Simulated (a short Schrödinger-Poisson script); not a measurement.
Stack: single InAs/In0.52Al0.48As quantum well.

```
layer        material  thickness (nm)
-----  --------------  --------------
1      In0.52Al0.48As              20
2                InAs              10
3      In0.52Al0.48As              20
```

The device is made up for the run: typed textbook-type constants, with dimensions and the other settings drawn at random. InAs: direct gap (eV) 0.45, conduction-band edge (eV) 0, electron mass (mₑ) 0.03, heavy-hole mass 0.35, light-hole mass 0.035. In0.52Al0.48As: direct gap (eV) 1.45, conduction-band edge (eV) 0.75, electron mass (mₑ) 0.075, heavy-hole mass 0.41, light-hole mass 0.09.

The valence-band edge of each layer lies one gap below its conduction-band edge. The electron's potential energy rises along the stack by the applied field. Mesh 0.03 nm at interfaces.

Q: Estimate e1 and hh1 for infinitely high walls at zero field, and compare with the finite well.

A: ħ²π²/(2mL²) gives 125.3 meV for the electron and 10.7 meV for the heavy hole. The finite well gives 63.9 and 8.2 meV, 0.51 and 0.77 of the estimates, as the states reach into the barriers (2 % of e1 lies outside the well).

From a short Schrödinger-Poisson script (our own, NumPy): one-band effective-mass equation with BenDaniel-Duke matching, electrons, heavy and light holes apart, hard walls at the outer ends, one valence edge for both holes (no strain splitting), no charge, excitons, band mixing or non-parabolicity; under a field the levels are quasi-bound states of a box, listed while three quarters of their weight lies within 4 nm of the wells.
